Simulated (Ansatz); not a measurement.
Ansatz (an electronic-structure program) run on ZnCu₂SnSe₄ (I-4, 8 atoms in the cell): self-consistent single point.

Method of the run: PBE, PAW files (plane waves; Ansatz).

```xyz
8
Lattice="-2.9289 2.9289 5.8259 2.9289 -2.9289 5.8259 2.9289 2.9289 -5.8259" Properties=species:S:1:pos:R:3 pbc="T T T"
Zn     0.0000     2.9289     2.9130
Cu     2.9289     0.0000     2.9130
Cu     0.0000     0.0000     0.0000
Sn     0.0000     0.0000     5.8259
Se     1.5612     1.5215     4.3114
Se     4.4504     1.3677     1.5145
Se     1.3677     1.4075    -1.5145
Se    -1.5215     1.5612     7.3404
```

Reference input (self-consistent single point, DFT, PBE, plane waves, PAW files): basis.ecutwfc = 420 eV; kpoints.mp_grid.grid = 4 4 4; hamiltonian.xc = pbe; hamiltonian.pseudopotentials = {kind: paw} (the program's default PAW files); scf.occupations.method = methfessel_paxton; scf.occupations.width = 0.272 eV. This run's input differs from it in these lines:

Ansatz 0.2 input:
```diff
@@ -16,3 +16,3 @@
 basis:
-  ecutwfc: 420.0
+  ecutwfc: 170.0
 kpoints:
```

Output (repeated stretches shortened):

```
SCF iter   1: F=—  HF=-44368.679847 eV  |F-HF|=—  |Δ(HF+E_count)|=         —  Δρ=1.12e-1  dr2=1.00e1  ethr=3.10e-3  ⟨swp⟩=5.3  Hψ=3586  notcnv=0
all-band conjugate gradients solve this SCF's bands
preconditioner: auto → none
SCF iter   2: F=—  HF=-44350.611453 eV  |F-HF|=—  |Δ(HF+E_count)|=    1.81e1  S|Δr|=    0.00e0  Δρ=5.03e-2  dr2=5.22e0  ethr=3.10e-3  ⟨swp⟩=3.0  Hψ=2379  notcnv=0  defer=86
   [... lines left out ...]
SCF iter   8: F=—  HF=-44348.275296 eV  |F-HF|=—  |Δ(HF+E_count)|=   4.02e-5  S|Δr|=    0.00e0  Δρ=4.58e-5  dr2=2.95e-6  ethr=1.16e-8  ⟨swp⟩=2.0  Hψ=1907  notcnv=0  defer=95
SCF iter   9: F=—  HF=-44348.275298 eV  |F-HF|=—  |Δ(HF+E_count)|=   2.11e-6  S|Δr|=    0.00e0  Δρ=2.22e-5  dr2=5.60e-7  ethr=2.30e-9  ⟨swp⟩=2.0  Hψ=1874  notcnv=0  defer=95
SCF iter  10: F=-44348.275299 eV  HF=-44348.275299 eV  |F-HF|=1.20e-7  |Δ(HF+E_count)|=   3.58e-7  S|Δr|=    0.00e0  Δρ=4.11e-6  dr2=2.73e-8  ethr=7.81e-11  ⟨swp⟩=8.3  Hψ=5376  notcnv=0
SCF 1 converged in 10 iterations: F = -44348.275299 eV  dr2 = 2.73e-8
Stability not checked (fill_not_monotonic)
Free energy (F): -44348.275299 eV
Internal energy: -44348.301253 eV  (E = F + TS)
E sigma→0 (E₀):  -44348.281787 eV
Entropy (-TS):   0.025954 eV (3.244 meV/atom)
Fermi energy:    6.328539 eV
--- Forces (eV/Å), atoms counted from 1 ---
  atom   1  Zn     0.00000000     0.00000000     0.00000000
  atom   2  Cu     0.00000000    -0.00000000     0.00000000
  atom   3  Cu    -0.00000000    -0.00000000     0.00000000
  atom   4  Sn     0.00000000     0.00000000     0.00000000
   [... lines left out ...]
  atom   8  Se     0.47617207    -0.96447643    -0.30465498
--- Stress (GPa, compression-positive) ---
        1.654577       0.000000       0.000000
       -0.000000       1.654577      -0.000000
        0.000000      -0.000000       3.768119
  P = ⅓ Tr σ = 2.3591 GPa (23.591 kbar)
  The stress holds the Pulay correction. Without it, at fixed plane waves, as pw.x and ABINIT print it: P = -405.3043 GPa
```

The run converged in 10 iterations. Against the reference run the free energy goes up by 15.6 eV/atom, the pressure goes from -2.18 to 2.36 GPa and the largest force goes from 0.075 to 1.118 eV/Å.

The starting cell comes from a database of computed structures (which also holds hypothetical and non-ambient phases and stackings), without a prior relaxation at this level. Its lattice was rescaled by a random factor within 2.5 % of one. Spin polarisation is off. Forces in this geometry exceed 1 eV/Å. Ansatz's pressure includes its estimate of the finite-basis (Pulay) stress. Without the estimate this run gives -405.30 GPa. The cutoff lies below the one recommended for these files. A gap is left out here, as mesh or smearing make it unsure.
